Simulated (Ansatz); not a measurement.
Abridged Ansatz (a program for electronic structure) output:

```
Pseudopotential: N, paw, valence charge 5
Pseudopotential: Zn, paw, valence charge 12
Crystal: 3 atoms, lattice volume = 34.216 Å³
Basis set: ecut = 420 eV, 685 PW (Γ), exchange–correlation on 48×48×60 points (8 copies of the dense FFT grid, shifted against one another)
Bands: 19, of which v1, the nominal top of the filled ones, is band 15 counted from 1 (14 counted from 0)
Symmetry: 12 space group operations
k-points: 318 of 3179
Functional: x = pbesol(κ = 0.804, μ = 0.12345679012345678), c = pbesol(β = 0.046)
SCF iter   1: F=—  HF=-6940.232149 eV  |F-HF|=—  |Δ(HF+E_count)|=         —  Δρ=1.32e-2  dr2=4.17e-2  ethr=1.77e-3  ⟨swp⟩=5.9  Hψ=27233  notcnv=0
SCF iter   2: F=—  HF=-6940.225022 eV  |F-HF|=—  |Δ(HF+E_count)|=   7.13e-3  Δρ=7.29e-3  dr2=1.58e-2  ethr=1.44e-4  ⟨swp⟩=2.0  Hψ=9794  notcnv=0  defer=3
SCF 1 converged in 8 iterations: F = -6940.220933 eV  dr2 = 2.73e-10
SCF converged after 8 iterations
Free energy (F): -6940.220933 eV
Internal energy: -6940.212670 eV  (E = F + TS)
E sigma→0 (E₀):  -6940.216801 eV
Entropy (-TS):   -0.008263 eV (-2.754 meV/atom)
Fermi energy:    11.200435 eV
  E_disp       = -0.870353  (pairwise vdW)
--- Forces (eV/Å), atoms counted from 1 ---
  atom   1  N     -0.00000000     0.00000000     0.00000000
  atom   2  Zn     0.00000000     0.00000000     0.00010937
  atom   3  Zn     0.00000000    -0.00000000    -0.00010937
--- Stress (GPa, compression-positive) ---
        0.000734      -0.000000      -0.000000
       -0.000000       0.000734      -0.000000
       -0.000000      -0.000000       0.002208
  P = ⅓ Tr σ = 0.0012 GPa (0.012 kbar)
```

Q: What was computed, and what are the main results?

A: Zn2N, 3 atoms in the cell, with PBEsol-D3(BJ) (Ansatz; PAW; 420 eV plane waves; no SOC). The last SCF converged to F = -6940.220933 eV, or -2313.4070 eV per atom, at a pressure of 0.00 GPa. The total energy compares only with runs of the same code, potentials and settings.

Stability against distortions was not tested. All final runs are without spin polarisation. An odd electron count without spin: Zn2N. The cell was made from Ta2N by this change: Ta → Zn; the result is a hypothetical phase, not in the database extracts checked.
